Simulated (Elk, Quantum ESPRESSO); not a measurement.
An Elk input for a self-consistent single point of WC (P-6m2, 2 atoms in the cell) (DFT, PBE, all-electron FP-LAPW, Elk's shipped species files, APW+lo basis with extra local orbitals):

```
tasks
  0

xctype
  20

rgkmax
  7.5

gmaxvr
  16.0

nxlo
  2

lorbcnd
  .true.

lmaxi
  3

swidth
  0.00367493

maxscl
  100

scale
  5.374869939

avec
    1.0000000000   -0.0000000620    0.0000000000
   -0.4999999463    0.8660254348    0.0000000000
    0.0000000000    0.0000000000    0.9735478761

atoms
  2
  'W.in'
  1
  0.0000000000  0.0000000000  0.0000000000    0.0 0.0 0.0
  'C.in'
  1
  0.6666666667  0.3333333333  0.5000000000    0.0 0.0 0.0

ngridk
  9 9 8
```

**Question.** Translate this input to Quantum ESPRESSO.

**Answer.** One input that does it (others would too):

```fortran
&CONTROL
 calculation = 'scf',
 outdir = './tmp/',
 pseudo_dir = './',
 tprnfor = .true.,
 tstress = .true.,
/
&SYSTEM
 ibrav = 4,
 celldm(1) = 5.37486994,
 celldm(3) = 0.9735478761,
 nat = 2,
 ntyp = 2,
 ecutwfc = 45,
 ecutrho = 360,
 occupations = 'smearing',
 smearing = 'fd',
 degauss = 0.0073499,
/
&ELECTRONS
 conv_thr = 1.0d-9,
/
ATOMIC_SPECIES
W    183.8400  W_pbe_v1.2.uspp.F.UPF
C     12.0110  C.pbe-n-kjpaw_psl.1.0.0.UPF
ATOMIC_POSITIONS {crystal}
W     0.00000000    0.00000000    0.00000000
C     0.66666667    0.33333333    0.50000000
K_POINTS {automatic}
9 9 8  0 0 0
```

Basis, cutoffs, solver keys and any potentials are the target program's own. This input uses DFT, PBE, plane waves, SSSP 1.1.2 efficiency (PBE) pseudopotentials.

The starting cell comes from a database of computed structures (which also holds hypothetical and non-ambient phases and stackings), without a prior relaxation at this level. Its lattice was rescaled by a random factor within 2.5 % of one.
